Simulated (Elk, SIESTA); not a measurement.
A SIESTA input for a self-consistent single point of MnI2 (P-3m1, 3 atoms in the cell) (DFT, LDA PW92, numerical atomic orbitals DZP, PseudoDojo LDA standard norm-conserving potentials (rewritten from UPF to PSML)):

```
# files in the folder: Mn.psml I.psml (PseudoDojo LDA standard)
SystemName  MnI2
SystemLabel MnI2

NumberOfAtoms                3
NumberOfSpecies              2
%block ChemicalSpeciesLabel
  1 25 Mn
  2 53 I
%endblock ChemicalSpeciesLabel
LatticeConstant              1.0 Ang
%block LatticeVectors
     4.168580000    0.000000000    0.000000000
    -2.084290000    3.610096000    0.000000000
     0.000000000    0.000000000    7.146200000
%endblock LatticeVectors
AtomicCoordinatesFormat      ScaledCartesian
%block AtomicCoordinatesAndAtomicSpecies
     0.000000000    0.000000000    0.000000000  1
    -0.000002084    2.406731870    1.649986118  2
     2.084292084    1.203364130    5.496213882  2
%endblock AtomicCoordinatesAndAtomicSpecies

XC.functional                LDA
XC.authors                   PW92
PAO.BasisSize                DZP
PAO.EnergyShift              0.01 Ry
MeshCutoff                   400 Ry
%block kgrid.MonkhorstPack
    5   0   0  0.0
    0   5   0  0.0
    0   0   3  0.0
%endblock kgrid.MonkhorstPack
OccupationFunction           FD
ElectronicTemperature        50.0 meV
Spin                         polarized
%block DM.InitSpin
  1 +4.00
  2 +0.00
  3 +0.00
%endblock DM.InitSpin

MaxSCFIterations             150
SCF.Mixer.Method             Pulay
SCF.Mixer.Weight             0.1
SCF.Mixer.History            6
SCF.DM.Tolerance             1.0E-04
Diag.ParallelOverK           true
WriteForces                  true
Charge.Mulliken              end
```

Task: Write the same calculation as an input for Elk.

Result: One input that does it (others would too):

```
tasks
  0

xctype
  3

spinpol
  .true.

reducebf
  0.5

tforce
  .true.

rgkmax
  8.0

gmaxvr
  18.0

lmaxapw
  10

lmaxo
  8

nxlo
  2

lorbcnd
  .true.

lradstp
  2

nrmtscf
  2.0

lmaxi
  4

nempty
  12

stype
  3

swidth
  0.00183747

avec
    7.8774743347    0.0000000450    0.0000000000
   -3.9387372063    6.8220928690    0.0000000000
    0.0000000000    0.0000000000   13.5043608318

sppath
  'species/'

atoms
  2   : nspecies
  'Mn.in'   : spfname
  1   : natoms; atposl, bfcmt below
  0.0000000000  0.0000000000  0.0000000000    0.0 0.0 -4.0
  'I.in'   : spfname
  2   : natoms; atposl, bfcmt below
  0.3333333333  0.6666666667  0.2308900000    0.0 0.0 0.0
  0.6666666667  0.3333333333  0.7691100000    0.0 0.0 0.0

ngridk
  5 5 3
```

Basis, cutoffs, solver keys and any potentials are the target program's own. This input uses DFT, LDA (PW92), all-electron FP-LAPW, Elk's shipped species files, APW+lo basis with extra local orbitals. LDA parametrisations can differ slightly between programs.

The starting cell comes from a database of computed structures (which also holds hypothetical and non-ambient phases and stackings), without a prior relaxation at this level.
